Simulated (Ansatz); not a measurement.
The cell is built on a prototype and need not be the phase stable at ambient conditions.

By PBEsol, the system below comes out a metal.

Without scattering a metal conducts by its projected Fermi surface.

Input:

```xyz
4
Lattice="4.3377 0.0000 0.0000 -2.1689 3.7566 0.0000 2.1689 1.2522 3.5417" Properties=species:S:1:pos:R:3 pbc="T T T"
Si     0.0000     0.0000     0.0000
Mo     0.0000     2.5044     1.7709
Mo     2.1689     3.7566     2.6563
Mo     2.1689     1.2522     0.8854
```

Space group of this cell: Fm-3m. The cell was relaxed by PBE-D3(BJ); by PBEsol its mean pressure is 0.7 GPa.

The current flows along the normal of the first two printed cell vectors. No spin-orbit coupling; the value is a mean over 0.1 eV about the Fermi level.

Problem. Give the ballistic conductance per area that PBEsol (Ansatz, a program for electronic structure) yields.

Solution. 0.91 × 10¹⁵ S/m² for both spins.
